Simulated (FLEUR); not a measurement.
Worked example: self-consistent single point of Ru (P6_3/mmc, 2 atoms in the cell) in FLEUR.

Level of theory: PBE, all-electron FLAPW (FLEUR), scalar-relativistic valence.

The change in words: lattice scaled by 0.98. Reference geometry:
```
CELL_PARAMETERS angstrom
      2.75576     0.00000     0.00000
     -1.37788     2.38656     0.00000
      0.00000     0.00000     4.34365
ATOMIC_POSITIONS crystal
  Ru 0.33333 0.66667 0.25000
  Ru 0.66667 0.33333 0.75000
```

Reference input (self-consistent single point, DFT, PBE, all-electron FLAPW (FLEUR), scalar-relativistic valence): Kmax = 4 1/bohr; GmaxXC = 20 1/bohr; xcFunctional = pbe; jspins = 1; l_soc = F; mode = gauss; fermiSmearingEnergy = 0.00367493 Htr; mesh (inpgen div1-3) = 18 18 10; inpgen gamma flag = true; Gmax = 20 1/bohr; numbands = 0; maxIterBroyd = 99. This run's input differs from it in these lines:

```diff
@@ -3,5 +3,5 @@
 &input film=f /
-2.7557588264 -0.0000002097 0.0000000000
--1.3778792316 2.3865572552 0.0000000000
-0.0000000000 0.0000000000 4.3436450000
+2.7006438207 -0.0000004584 0.0000000000
+-1.3503215134 2.3388263845 0.0000000000
+0.0000000000 0.0000000000 4.2567720000
 1.8897261246
@@ -43,5 +43,5 @@
          <bravaisMatrix>
-            <row-1>    5.2076294473451163    -0.0000003962755683     0.0000000000000000</row-1>
-            <row-2>   -2.6038143804982936     4.5099395930051092     0.0000000000000000</row-2>
-            <row-3>    0.0000000000000000     0.0000000000000000     8.2082994324881682</row-3>
+            <row-1>    5.1034771812163475    -0.0000008662504555     0.0000000000000000</row-1>
+            <row-2>   -2.5517378404813886     4.4197413196934141     0.0000000000000000</row-2>
+            <row-3>    0.0000000000000000     0.0000000000000000     8.0441332548657911</row-3>
          </bravaisMatrix>
```

Log, with long lists cut:

```
 Iteration:     1   Distance:      19.00588570 me/bohr^3
 Iteration:     2   Distance:      16.91738244 me/bohr^3
 Iteration:     3   Distance:       5.79298596 me/bohr^3
 Iteration:     4   Distance:       4.72611117 me/bohr^3
 Iteration:     5   Distance:       2.84665824 me/bohr^3
   [... 6 lines left out ...]
 Iteration:    12   Distance:       0.00063955 me/bohr^3
 Iteration:    13   Distance:       0.00025889 me/bohr^3
 Iteration:    14   Distance:       0.00002140 me/bohr^3
 Iteration:    15   Distance:       0.00000345 me/bohr^3
 Run finished successfully
 Stop message:
   Structural relaxation: Done

[file out, last iteration]
             iter=     16
[...]
          total density-effective poten   -1.4814597822E+04
          total charge density-energy d   -2.6774156173E+02
 Updated energy parameters for spin:           1
[...]
 fermi energy and band-weighting factors:
    1.442244

[...]
FERMIE:
          first approx. to ef    (T=0)  :   0.606323 htr   (energy of the highest occ. eigenvalue)
          number of occ. states  (T=0)  :       3558
          first approx. to seigv (T=0)  : -12.165887 htr
          sum of weights of occ. states :  16.000617
          sum of semicore charge        :   0.000000 e
          fermi energy=   0.60682 har   work function= -16.51246 ev
          number of valence electrons=  32.00000
   [... lines left out ...]
     k-point=  126
     k-point=  127
     k-point=  128
     k-point=  129
     k-point=  130
     k-point=  131
     k-point=  132
     k-point=  133
     k-point=  134
     k-point=  135
     k-point=  136
     k-point=  137
     k-point=  138
     k-point=  139
     k-point=  140
     k-point=  141
     k-point=  142
     k-point=  143
     k-point=  144
     k-point=  145
     k-point=  146
     k-point=  147
     k-point=  148
```

The run converged in 15 iterations. FLEUR gives forces in its relaxation mode, with a further iteration, so its stop message speaks of a relaxation. Against the reference run the total energy falls by 8.3 meV/atom.

The starting cell comes from a database of computed structures (which also holds hypothetical and non-ambient phases and stackings), without a prior relaxation at this level. Its lattice was rescaled by a random factor within 2.5 % of one. For this run, on top of that: lattice scaled by 0.98. Spin polarisation is off. Values depend on the basis (sphere radii, cutoffs, local orbitals), which need not be converged.

Cost on one core of a shared machine: roughly 3 min.
